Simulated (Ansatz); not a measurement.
```
KI
1.0
    5.00976     0.00000     0.00000
    0.00000     7.08487     0.00000
    2.50488     3.54243     2.50488
K I
1 1
Direct
  0.00000   0.00000   0.00000
  0.00000   0.50000   0.00000
```

The cell is taken as given.

Transport runs along the normal of the first two printed cell vectors, the (110) plane of the conventional cell.

The gap is the functional's own. No spin-orbit coupling. Mid-gap values are those at the computed energy nearest the middle.

Problem. Estimate the band gap and the smallest decay constant κ at mid-gap that r2SCAN in Ansatz (a first-principles code) returns for this system.

Solution. Gap 4.59 eV on a 12×12×12 mesh; κ = 0.322 1/Å, at the zone centre.
